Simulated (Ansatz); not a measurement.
The cell is built on a prototype and need not be the phase stable at ambient conditions.

By r2SCAN, the system below comes out a metal.

The ballistic (Sharvin) conductance counts the channels at the Fermi level: G/A = (e²/h) × channels of both spins per area.

Data:

```
CELL_PARAMETERS angstrom
      3.55202     0.00000     0.00000
     -1.77601     3.07614     0.00000
      0.00000     0.00000     6.41742
ATOMIC_POSITIONS crystal
  Ge 0.00000 0.00000 0.00000
  Ge 0.00000 0.00000 0.50000
  Si 0.33333 0.66667 0.25000
  Si 0.66667 0.33333 0.75000
```

Space group of this cell: P6_3/mmc, NiAs type. The cell was relaxed by PBE-D3(BJ); by r2SCAN its mean pressure is 1.7 GPa.

The current flows along the normal of the first two printed cell vectors. No spin-orbit coupling; the value is a mean over 0.1 eV about the Fermi level.

**Question.** Compute, with r2SCAN (Ansatz, a quantum-chemistry and plane-wave program), the ballistic conductance per area.

**Answer.** 1.6 × 10¹⁵ S/m² for both spins.
